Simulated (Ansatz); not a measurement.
The parent structure is AlAs in the wurtzite structure (space group P6_3mc, No. 186; a = 4.0033 Å, c = 6.5805 Å; a model cell, its experimental status unchecked).

Modification: cell and atoms relaxed at a pressure of 1.8 GPa.

Levels (all Ansatz, an electronic-structure program, PAW, earlier PAW set): PBEsol (420 eV, spin-orbit coupling left out); HSE06 (420 eV, scalar-relativistic without spin-orbit coupling); PBEsol+SOC (420 eV, noncollinear with spin-orbit coupling).

At the geometry relaxed with PBEsol, these levels gave the following band gaps, in shuffled order: (a) 1.55 eV, (b) 2.40 eV, (c) 1.65 eV.

Match each gap to its level.

(a) PBEsol+SOC; (b) HSE06; (c) PBEsol.

Single points use the geometry relaxed with PBEsol. The hybrid gap comes from the SCF mesh plus the semilocal run's edge points and a few special points and is an upper bound. The spin-orbit shifts are approximate. Load acts through the strain it causes; cell and atoms are relaxed under it. Whether these cells are dynamically stable was not tested. This is not the structure that AlAs has at room temperature and ambient pressure.
